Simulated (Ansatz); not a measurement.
The reference is TiO2 in the anatase structure (space group I4_1/amd, No. 141; a = 3.770 Å, c = 9.552 Å).

Method: PBEsol (Ansatz, a quantum-chemistry and plane-wave program; PAW; 420 eV plane waves; spin-orbit coupling left out).

For the base:

The pressure comes out as 0.00 GPa, the smallest direct gap is 2.44 eV and the band gap is 2.11 eV. The width of the top valence band is 0.84 eV.

Now apply this change: an isotropic linear strain of −4.64 %; the atoms relax in the strained cell.

Predict the new energy relative to the base, pressure, smallest direct gap, band gap and width of the top valence band.

The energy rises by 163 meV/atom; the pressure (mean of the normal stresses, compression positive) goes from zero to 39.42 GPa; the smallest direct gap goes up by 0.232 eV (2.44 eV → 2.68 eV); the band gap goes up by 0.106 eV, from 2.11 eV to 2.21 eV; the width of the top valence band rises by 0.18 eV (0.84 eV → 1.02 eV).

Whether these cells are dynamically stable was not tested. The final runs are not spin-polarised.
